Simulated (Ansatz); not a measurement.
**Evanescent states of C (P6_3/mmc, 4 atoms a cell, 5.7 Å³ an atom) along the normal of (001)**

The numbers are results of r2SCAN (plane waves, PAW; Ansatz, a quantum-chemistry and plane-wave program), not measurements.

No gap correction and no spin-orbit coupling; mid-gap is the computed energy nearest the middle.

Energies count from the valence-band top; κ is the least over a 18×18 mesh across the current.

```csv
E (eV),κ (1/Å),where
0.09,0.118,Γ
0.26,0.170,Γ
0.42,0.186,Γ
0.59,0.199,Γ
0.77,0.211,Γ
0.94,0.221,Γ
1.10,0.231,Γ
1.27,0.239,Γ
1.45,0.246,Γ
1.61,0.252,Γ
1.78,0.258,Γ
1.96,0.262,Γ
2.12,0.266,Γ
2.29,0.269,Γ
2.46,0.269,off Γ
2.63,0.250,off Γ
2.81,0.227,off Γ
2.98,0.202,off Γ
3.15,0.172,off Γ
3.31,0.135,off Γ
3.48,0.082,off Γ
```

### Question
How thick must the barrier be to attenuate the transmission by 10^8 when the electrodes' Fermi level lies at 2.98 eV, and what attenuation does that film give at 2.81 eV?

### Answer
d = 8 ln 10 / (2 × 0.202) = 45.6 Å. At 2.81 eV it gives 8 × 0.227/0.202 = 9.0 decades.
